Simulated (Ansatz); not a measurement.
Checking a run of Ansatz (a first-principles code) on ZnNi (P1, 2 atoms in the cell). The aim is a self-consistent single point with DFT, r2SCAN, plane waves, default PAW files made with PBE.

Input:

Ansatz 0.2 input:
```yaml
crystal:
  lattice:
    - [2.141430, -1.453765, 0.000000]
    - [2.141430, 1.453765, 0.000000]
    - [-0.843319, 0.000000, 3.945255]
  atoms:
    - { symbol: Zn, position_ang: [1.706847, -0.005564, 1.942012] }
    - { symbol: Ni, position_ang: [0.012924, 0.005564, 0.030615] }
basis:
  ecutwfc: 125.0
kpoints:
  mp_grid: { grid: [12, 12, 8] }
hamiltonian:
  xc: r2scan
  pseudopotentials: { kind: paw }
scf:
  occupations: { method: methfessel_paxton, width: 0.136 }
output:
  forces: true
  eigenvalues: true
  stress: true
```

Output (repeated stretches shortened):

```
WARN basis.ecutwfc = 125 eV is below the records' recommended cutoff, and the density's cutoff is lower with it unless basis.ecutrho_ratio is high enough to …
   [... lines left out ...]
Pseudopotential: Zn, paw, valence charge 12
Pseudopotential: Ni, paw, valence charge 18
Crystal: 2 atoms, lattice volume = 24.564 Å³
Basis set: ecut = 125 eV, 85 PW (Γ), exchange–correlation on 40×40×60 points (64 copies of the dense FFT grid, shifted against one another)
Bands: 19, of which v1, the nominal top of the filled ones, is band 15 counted from 1 (14 counted from 0)
Symmetry: 1 space group operations
Space group: P1 (ITA 1), of the structure as read, at distance tolerance 2.9e-5 Å
k-points: 580 of 1152 (time reversal used)
PAW frozen core: Zn, regenerated for the run's functional
PAW frozen core: Ni, regenerated for the run's functional
Initial density: superposition of atomic densities (neutral atoms: chi_scale 0, normalization atom), corrected by the library's trained network
Initial wavefunctions: pseudopotential atomic-orbital guess
Eigensolver: davidson
Functional: x = r2scan, c = r2scan; τ floored in thin density (d = 2e-4 eV/Å³)
SCF iter   1: F=—  HF=-8997.634838 eV  |F-HF|=—  |Δ(HF+E_count)|=         —  Δρ=1.54e0  dr2=3.52e2  dr2_τ=3.24e0  ethr=1.77e-3  ⟨swp⟩=2.7  Hψ=38382  notcnv=0
all-band conjugate gradients solve this SCF's bands
preconditioner: auto → LDOS
SCF iter   2: F=—  HF=-8922.403728 eV  |F-HF|=—  |Δ(HF+E_count)|=    7.52e1  S|Δr|=    0.00e0  Δρ=9.04e-1  dr2=1.06e2  dr2_τ=1.49e0  ethr=1.77e-3  ⟨swp⟩=4.8  Hψ=42279  notcnv=0  defer=40
   [... lines left out ...]
SCF iter   8: F=—  HF=-8866.449340 eV  |F-HF|=—  |Δ(HF+E_count)|=   2.17e-5  S|Δr|=    0.00e0  Δρ=1.83e-4  dr2=1.17e-5  dr2_τ=1.79e-7  ethr=2.78e-7  ⟨swp⟩=2.2  Hψ=13229  notcnv=0  defer=111
SCF iter   9: F=—  HF=-8866.449337 eV  |F-HF|=—  |Δ(HF+E_count)|=   3.70e-6  S|Δr|=    0.00e0  Δρ=6.16e-5  dr2=8.06e-7  dr2_τ=1.23e-8  ethr=3.92e-8  ⟨swp⟩=2.6  Hψ=15821  notcnv=0  defer=111
SCF iter  10: F=-8866.449336 eV  HF=-8866.449336 eV  |F-HF|=1.53e-9  |Δ(HF+E_count)|=   2.55e-7  S|Δr|=    0.00e0  Δρ=2.75e-6  dr2=2.72e-9  dr2_τ=6.52e-11  ethr=3.33e-10  ⟨swp⟩=4.6  Hψ=41440  notcnv=0
SCF 1 converged in 10 iterations: F = -8866.449336 eV  dr2 = 2.72e-9
Stability not checked (fill_not_monotonic)
Free energy (F): -8866.449336 eV
Internal energy: -8866.448653 eV  (E = F + TS)
E sigma→0 (E₀):  -8866.449165 eV
Entropy (-TS):   -0.000684 eV (-0.342 meV/atom)
Fermi energy:    15.404111 eV
--- Forces (eV/Å), atoms counted from 1 ---
  atom   1  Zn    -0.55739540    -0.18104295    -3.91098871
  atom   2  Ni     0.55378149     0.18080756     3.90691869
--- Stress (GPa, compression-positive) ---
      217.295603      -0.502109      33.687944
       -0.502108      46.358798       2.194110
       33.687942       2.194111    -106.032529
  P = ⅓ Tr σ = 52.5406 GPa (525.406 kbar)
  The stress holds the Pulay correction. Without it, at fixed plane waves, as pw.x and ABINIT print it: P = -6008.9136 GPa
```

Problem. Is anything amiss in this input, and did it matter?

Solution. The run is not sound. The fault is a basis or grid far too coarse for these potentials. Far below the cutoff that the potentials were made for, the basis cannot represent the orbitals near the nuclei, and energies, forces and above all the stress go wrong. To fix it, restore the cutoff that the potentials need and check convergence. The run converged in 10 iterations without an error; against the sound input the free energy rises by 152 eV/atom, the pressure goes from -5.90 to 52.54 GPa and the largest force goes from 0.454 to 3.955 eV/Å. At a fixed set of plane waves, without the program's Pulay estimate, the pressure is -6008.91 GPa against -6.02 GPa.

An input that runs soundly differs in these lines (not the only fix; some lines may just follow from the change or write a value another way):
```diff
-  ecutwfc: 125.0
+  ecutwfc: 36.7 Ry
-  occupations: { method: methfessel_paxton, width: 0.136 }
+  occupations: { method: methfessel_paxton, width: 0.01 Ry }
```

With that input, the run converged in 9 iterations: free energy E − TS (on the zero of these files) -9171.1492 eV; Fermi level (on the code's own zero) 14.50 eV; pressure -5.90 GPa; largest force (vector length) 0.454 eV/Å (DFT, r2SCAN, plane waves, default PAW files made with PBE).

On the sound input: the starting cell comes from a database of computed structures (which also holds hypothetical and non-ambient phases and stackings), without a prior relaxation at this level. Its atoms were displaced at random from the sites of space group no. 12. Spin polarisation is off. With a pressure of about -6 GPa the cell is away from its equilibrium volume at this level. Ansatz's pressure includes its estimate of the finite-basis (Pulay) stress. The cutoff lies below the one recommended for these files.
